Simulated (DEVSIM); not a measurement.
Device: illuminated Si n-on-p cell, one wavelength, with a back-surface field, at 300 K.

Layer 1 from the left is Si, thickness (μm) 0.370, Nd (cm⁻³) 9.7e18, τn (s) 3.4e-8, τp (s) 5.3e-9, absorption coefficient (cm⁻¹) 2700. Layer 2 from the left is Si, thickness (μm) 88.0, Na (cm⁻³) 1.2e15, τn (s) 2.3e-7, τp (s) 2.3e-7, absorption coefficient (cm⁻¹) 2700. Layer 3 from the left is Si, thickness (μm) 0.150, Na (cm⁻³) 7e18, τn (s) 2.3e-7, τp (s) 2.3e-7, absorption coefficient (cm⁻¹) 2700.

Left contact: ohmic, minority hole recombination velocity 40000 cm/s. Right contact: ohmic, minority electron recombination velocity 2e5 cm/s. Voltage is applied to the left contact. Recombination: SRH at mid-gap, radiative, Auger. Gap narrowing is on: ΔEg = 6.92 meV × (l + √(l² + 0.5)), l = ln(N/1.3e17 cm⁻³), shared equally by both band edges. Light enters at the left, 4e16 photons cm⁻² s⁻¹, one pass, no reflection. Mobility is μmin + (μ − μmin)/(1 + (N/Nref)^α).

The device is made up for the run: typed textbook-type constants, with dimensions and the other settings drawn at random. Values at 300 K.

Si: gap (eV) 1.124, affinity (eV) 4.05, permittivity 11.7, Nc (cm⁻³) 2.86e19, Nv (cm⁻³) 3.1e19, μn (cm²/Vs) 1417, μp (cm²/Vs) 470, μn,min 52, μp,min 45, Nref,n 9.7e16, Nref,p 2.2e17, αn 0.68, αp 0.72, B (cm³/s) 4.7e-15, Cn (cm⁶/s) 2.8e-31, Cp (cm⁶/s) 9.9e-32.

Model (solved in DEVSIM): 1D drift-diffusion, Boltzmann statistics, complete ionisation; no tunnelling, impact ionisation, image-force lowering or self-heating.

Dark forward current:

| |V| (V) | |J| (A/cm²) |
|---|---|
| 0.05 | 6.029e-8 |
| 0.10 | 2.214e-7 |
| 0.15 | 7.021e-7 |
| 0.20 | 2.293e-6 |
| 0.25 | 8.419e-6 |
| 0.30 | 3.691e-5 |
| 0.35 | 0.0001938 |
| 0.40 | 0.001157 |
| 0.45 | 0.007328 |
| 0.50 | 0.04410 |
| 0.55 | 0.1979 |
| 0.60 | 0.5711 |
| 0.65 | 1.238 |
| 0.70 | 2.417 |
| 0.75 | 4.854 |
| 0.80 | 10.73 |
| 0.85 | 24.70 |
| 0.90 | 54.12 |
| 0.95 | 108.6 |
| 1.00 | 198.6 |
| 1.05 | 332.7 |
| 1.10 | 517.6 |
| 1.15 | 757.8 |
| 1.20 | 1056 |
| 1.25 | 1416 |
| 1.30 | 1838 |

Work out the local ideality factor n = ΔV / (kT/q · ln(J2/J1)) between the rows 0.15 and 0.20 V, 0.40 and 0.45 V, 1.25 and 1.30 V.

kT/q = 25.85 mV. From 0.15 to 0.20 V: ln(2.293e-6/7.021e-7) = 1.184, n = 1.63. From 0.40 to 0.45 V: ln(0.007328/0.001157) = 1.846, n = 1.05, near the 1 of diffusion or emission over a barrier. From 1.25 to 1.30 V: ln(1838/1416) = 0.261, n = 7.42.

What current could the absorbed light give at most, and what share is collected?

Σ αd = 23.9, so qΦ(1 − exp(−Σ αd)) = 6.41 mA/cm². The simulated short-circuit current is 5.728 mA/cm², a share of 0.89.

Estimate the open-circuit voltage by superposition: the voltage at which the dark current equals that short-circuit current.

Interpolating ln J in the table gives 0.443 V. The simulation gives 0.443 V, the same within the digits that matter. Superposition holds where collection doesn't change with voltage.

Estimate the fill factor from FF0 = (v − ln(v + 0.72))/(v + 1), v = qVoc/(nkT), with n from the dark curve.

The rows about Voc, 0.40 and 0.45 V, give n = 1.05, so v = 16.4 and FF0 = 0.779. The simulation gives 0.770; the estimate lies 1.2 % above.
